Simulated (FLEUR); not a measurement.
FLEUR run on Cu (Fm-3m, 1 atom in the cell): self-consistent single point.

Method of the run: PBE, all-electron FLAPW (FLEUR), scalar-relativistic valence.

```
CELL_PARAMETERS angstrom
      0.00000     1.81042     1.81042
      1.81042     0.00000     1.81042
      1.81042     1.81042     0.00000
ATOMIC_POSITIONS crystal
  Cu 0.00000 0.00000 0.00000
```

Reference input (self-consistent single point, DFT, PBE, all-electron FLAPW (FLEUR), scalar-relativistic valence): Kmax = 3.5 1/bohr; GmaxXC = 12.2 1/bohr; xcFunctional = pbe; jspins = 1; l_soc = F; mode = hist; fermiSmearingEnergy = 0.00367493 Htr; mesh (inpgen div1-3) = 14 14 14; inpgen gamma flag = true; Gmax = 12.2 1/bohr; numbands = 0; maxIterBroyd = 40. This run's input differs from it in these lines:

```diff
@@ -13,3 +13,3 @@
 &comp jspins=1 /
-&kpt div1=14 div2=14 div3=14 gamma=t /
+&kpt div1=6 div2=6 div3=6 gamma=t /
 &end /
@@ -33,3 +33,3 @@
    <cell>
-      <bzIntegration valenceElectrons="11.0" mode="hist" fermiSmearingEnergy="0.00367493">
+      <bzIntegration valenceElectrons="11.0" mode="hist" fermiSmearingEnergy="0.00183747">
          <kPointListSelection listName="default-1"/>
```

Output (repeated stretches shortened):

```
 Iteration:     1   Distance:      39.79290681 me/bohr^3
 Iteration:     2   Distance:      29.25977759 me/bohr^3
 Iteration:     3   Distance:       7.93706710 me/bohr^3
 Instability in determination of fermi-level,
 doubled temperature broading to continue
 Instability in determination of fermi-level,
 doubled temperature broading to continue
 Instability in determination of fermi-level,
 doubled temperature broading to continue
 Instability in determination of fermi-level,
 doubled temperature broading to continue
 Instability in determination of fermi-level,
 doubled temperature broading to continue
   [... lines left out ...]
 Instability in determination of fermi-level,
 doubled temperature broading to continue
 Instability in determination of fermi-level,
 doubled temperature broading to continue
 Instability in determination of fermi-level,
 doubled temperature broading to continue
 Instability in determination of fermi-level,
 doubled temperature broading to continue
 Instability in determination of fermi-level,
 doubled temperature broading to continue
 Instability in determination of fermi-level,
 doubled temperature broading to continue
 Instability in determination of fermi-level,
 doubled temperature broading to continue
**************FLEUR-Error*****************
Error message: Determination of fermi-level did not converge
Error occurred in subroutine: ef_newton
Hint: change temp. broad., set gauss = T, or use finer k mesh
Error from PE:0/1
 Last known location:
```

The program stopped with an error at about iteration 3. 

The starting cell has typed, rounded lattice constants, without a prior relaxation at this level. Its lattice was rescaled by up to half a per cent. Values depend on the basis (sphere radii, cutoffs, local orbitals), which need not be converged.

These are the values that this program gave, and no reference: the default basis lacks the next d shell.
